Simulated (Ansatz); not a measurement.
# Si under a change: x(Ge) = 0.25, 8 atoms, Cmcm

Consider Si in the diamond structure (space group Fd-3m, No. 227; a = 5.470 Å).

The other end (x = 1) is Ge in the diamond structure (space group Fd-3m, No. 227): 23.91 Å³/atom, gap zero.

The change: a fraction x = 0.25 of the Si sites is given to Ge, ordered in a cell of 8 atoms (starting symmetry Cmcm) and fully relaxed.

The values are results of DFT with PBE, PAW potentials and a 420 eV plane-wave cutoff in Ansatz (a quantum-chemistry and plane-wave program), no spin-orbit coupling, not measurements. Settings: 5×5×9 k-points, 0.05 eV Fermi–Dirac smearing, for the changed cell.

* **Volume per atom**: 21.19 Å³ (base 20.46 Å³)
* **Density**: 3.07 g/cm³ (base 2.28 g/cm³)
* **Shortest interatomic distance**: 2.377 Å (base 2.369 Å)
* **Band gap**: 0.49 eV (base 0.61 eV)
* **Gap character (in this cell's own zone, which can be folded)**: indirect, Γ → k = (0.200, -0.200, 0) in the run's primitive reciprocal basis
* **Electron mass**: 0.20 mₑ along a, 1.0 mₑ along b, 0.19 mₑ along c (off the special points) (base 0.94 mₑ along k, 0.20 mₑ across (off the special points))
* **Valence-band top at Γ (three highest levels, from the VBM)**: 0.00, -0.08, -0.09 eV (base 0.00, 0.00, 0.00 eV)
* **Mixing energy**: +0.01 eV/atom (to 0.01 eV only: unlike meshes or grids)
* **Deviation of the volume from the linear (Vegard-type) interpolation**: -0.6 %

These are small ordered cells, not random alloys; other orderings at the same x differ. Masses are band curvatures over ±0.01 Å⁻¹ around the edge. Along k means along the line from Γ to the band edge. Stability against distortions was not tested. A zero or small gap of Ge can be the functional's error rather than a property of the material. k-point labels follow each cell's own Brillouin zone.
